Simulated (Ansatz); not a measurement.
Terminations of the (100) surface of fcc Ir, measured from the surface 'clean 1x1'. Atoms come from or go to: Al: fcc Al, Cr: bcc Cr, antiferromagnetic, Ga: alpha gallium, Ir: fcc Ir, Mn: fcc-type Mn, layered antiferromagnet, Mo: bcc Mo, Ni: fcc Ni, ferromagnetic, Rh: fcc Rh. ΔE is the energy of forming the row's surface from that one (negative: more stable at these reservoirs); the vacuum level's shift is aligned on the shared bottom. No zero-point or thermal terms. These are constructed structures in small cells; real faces may alloy, dewet or reconstruct in larger ones, and not all known structures of the face are among them. Slabs of about 10 Å with all that they carry, Fermi-Dirac smearing of 0.1 eV. Bottom of the slabs: a bare face, its two planes held. Relaxed from the named starts with such symmetry as they have, on meshes of like density; energies extrapolated to zero smearing; no spin-orbit coupling, no U. Spin-polarised runs, if any, are marked in brackets, and their order is one that fits the cell; the others ran without spin. A dash marks a value that is undefined for that row (no clear gap, or no work function of a gapped slab) or was not read reliably on its mesh.

Level of theory: PBE (plane waves to 420 eV, PAW; Ansatz, a first-principles code).

```
surface                                                                   atoms added per 1x1  ΔE per 1x1 (eV)  shift of the vacuum level (eV)  work function (eV)
------------------------------------------------------------------------  -------------------  ---------------  ------------------------------  ------------------
a pseudomorphic layer of Ga in the host's stacking                                      +1 Ga              ___                           -0.59                4.96
a layer of Cr in place of the second plane [spin start, no net moment]           +1 Cr, -1 Ir              ___                           -0.53                4.97
a layer of Rh in place of the second plane                                       -1 Ir, +1 Rh              ___                            0.01                5.56
a pseudomorphic layer of Mo in the host's stacking                                      +1 Mo             0.01                           -0.76                4.78
a pseudomorphic layer of Rh in the host's stacking                                      +1 Rh              ___                           -0.54                4.99
a pseudomorphic layer of Mn in the host's stacking [spin, 4.0 μB a cell]                +1 Mn            -0.30                           -1.64                3.91
a layer of Ni in place of the second plane [spin start, no net moment]           -1 Ir, +1 Ni              ___                            0.04                5.59
a pseudomorphic layer of Al in the host's stacking                                      +1 Al            -1.31                           -0.74                4.81
```

**Question.** What belongs in the gaps?

**Answer.** 
- a pseudomorphic layer of Ga in the host's stacking, ΔE per 1x1 (eV): -1.10
- a layer of Cr in place of the second plane [spin start, no net moment], ΔE per 1x1 (eV): -0.66
- a layer of Rh in place of the second plane, ΔE per 1x1 (eV): 0.02
- a pseudomorphic layer of Rh in the host's stacking, ΔE per 1x1 (eV): -0.27
- a layer of Ni in place of the second plane [spin start, no net moment], ΔE per 1x1 (eV): 0.20
